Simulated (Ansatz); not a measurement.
Seebeck coefficient (μV/K, mean over directions) of n-type SrZrO₃ (Pm-3m) against carrier density, PBEsol, rigid bands run with Ansatz (a quantum-chemistry and plane-wave program). Computed gap 3.31 eV; densities at which minority carriers matter at this gap, or further valleys turn the trend, are left out. Conductivity mass 0.53 mₑ (harmonic mean over directions), N_c = 4.2e19 cm⁻³ at 300 K.

| electron density | 300 K | 500 K |
|---|---|---|
| 1e16 cm⁻³ | -934 | -1002 |
| 1e17 cm⁻³ | -736 | -804 |
| 1e18 cm⁻³ | -538 | -605 |
| 3e18 cm⁻³ | -443 | -511 |
| 1e19 cm⁻³ | -341 | -408 |
| 3e19 cm⁻³ | -250 | -315 |
| 1e20 cm⁻³ | -158 | … |
| 3e20 cm⁻³ | -91 | -138 |
| 1e21 cm⁻³ | -45 | … |

Problem. Fill in the missing entries.

Solution. 
- 1e20 cm⁻³, 500 K: -217
- 1e21 cm⁻³, 500 K: -74

Rigid bands with a gap fixed in temperature, one relaxation time for all states, no polarons or phonon drag, and whether or not such doping can be reached. Spin-orbit coupling is left out.

SrZrO3 (Pm-3m): a high-temperature phase held by its symmetry.
